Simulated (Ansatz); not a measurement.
## SiC: pressure 0.3 GPa

Start from SiC in the zinc blende structure (space group F-43m, No. 216; a = 4.356 Å).

Modification: a hydrostatic pressure of 0.3 GPa.

Method: r2SCAN/PAW in Ansatz (a first-principles code), no spin-orbit coupling. Settings: 13×13×13 k-points, 0.05 eV Fermi–Dirac smearing.

The volume per atom stays essentially unchanged (10.33 Å³ against 10.32 Å³) and the density hardly moves (3.22 g/cm³ against 3.23 g/cm³). The lattice parameter a stays essentially unchanged (4.356 Å against 4.354 Å) and the shortest interatomic distance remains 1.886 Å. The enthalpy H = E + PV relative to the base's energy is +0.02 eV/atom and the band gap remains 1.71 eV. The gap character stays indirect, Γ → X and the width of the top valence band hardly moves (4.81 eV against 4.82 eV). The electron mass stays 0.64 mₑ along k, 0.23 mₑ across (at X) and the hole mass (degenerate bands, along [100]) goes from 0.35, 0.57, 0.57 mₑ (at Γ) to 0.36, 0.57, 0.57 mₑ (at Γ).

Final structure:

```yaml
crystal:
  lattice:
    - [0.00000, 2.17722, 2.17722]
    - [2.17722, 0.00000, 2.17722]
    - [2.17722, 2.17722, 0.00000]
  atoms:
    - { symbol: C, position: [0.25000, 0.25000, 0.25000] }
    - { symbol: Si, position: [0.00000, 0.00000, 0.00000] }
```

Load acts through the strain it causes; cell and atoms are relaxed under it. Effective masses come from finite differences of ±0.01 Å⁻¹. Along k means along the line from Γ to the band edge. No phonon test of stability was made.
